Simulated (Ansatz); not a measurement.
The parent structure is BAs in the zinc blende structure (space group F-43m, No. 216; a = 4.768 Å). Axes: x, y, z lie along the cube axes.

Calculations: Ansatz (a quantum-chemistry and plane-wave program), PBEsol, PAW, cutoff 420 eV, scalar-relativistic without spin-orbit coupling.

Modification: the cell is compressed by 2.53 % along x with no lateral relaxation, atoms relaxed at fixed cell.

Problem. Predict the stress tensor and what it implies for the stiffness.

Solution. Stress of the strained cell less that of the base (GPa, compression positive):
```
   7.23    0.00    0.00
   0.00    2.06    0.00
   0.00    0.00    2.06
```

Then −Δσ_ii/ε with ε = -0.0253 gives secant stiffness values (nonlinear terms included at this strain): C11 ≈ 286 GPa, C12 ≈ 81 GPa and C13 ≈ 81 GPa.

As a check, the harmonic strain energy −½ V₀ Δσ:ε is 7.7 meV/atom; the computed energy rise is 7.7 meV/atom.

Stability against distortions was not tested.
